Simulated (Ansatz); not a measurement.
Take Lu in the hcp (Mg type) structure (space group P6_3/mmc, No. 194; a = 3.4432 Å, c = 5.3669 Å; relaxed with 0.1 eV smearing) as the base. Axes: x lies along a and z along c of the hexagonal cell.

Level of theory: PBEsol/PAW in Ansatz (a first-principles code), spin-orbit coupling left out.

Before the change:

The pressure comes out as 0.0 GPa.

Now apply this change: the cell is stretched by 0.50 % along z with no lateral relaxation, atoms relaxed at fixed cell.

Q: What happens to the pressure?

A: The pressure (mean of the normal stresses, compression positive) goes from zero to -0.2 GPa.

The cells carry an imposed strain or load. Whether these cells are dynamically stable was not tested.
